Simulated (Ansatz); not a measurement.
The parent structure is NaI in the rock salt structure (space group Fm-3m, No. 225).

```xyz
2
Lattice="0.0000 3.2011 3.2011 3.2011 0.0000 3.2011 3.2011 3.2011 0.0000" Properties=species:S:1:pos:R:3 pbc="T T T"
Na     0.0000     0.0000     0.0000
I      3.2011     3.2011     3.2011
```

Cartesian axes are those of the cell as printed.

Method: PBEsol, PAW, 420 eV (Ansatz, a quantum-chemistry and plane-wave program; no spin-orbit coupling).

Before the change:

The band gap comes out as 3.60 eV and the valence-band top at Γ comes out as 0.00, 0.00, 0.00 eV.

The change: biaxial strain +1.25 %, plane normal [111], relaxed out of plane (Cartesian); in-plane vectors clamped, the third vector and the atoms free.

Problem. Predict the new out-of-plane strain, band gap, hole mass, valence-band top at Γ and energy relative to the base.

Solution. The out-of-plane strain is -1.17 %; the band gap drops by 0.11 eV to 3.49 eV; the hole mass is 0.29 mₑ out of plane, 2.8 mₑ in plane (at Γ); the valence-band top at Γ (three highest levels, from the VBM) goes from 0.00, 0.00, 0.00 eV to 0.00, -0.11, -0.11 eV; the energy rises by 0.8 meV/atom.

With I present, leaving out spin-orbit coupling can change the band edges. Masses are band curvatures over ±0.01 Å⁻¹ around the edge. Stability against distortions was not tested.
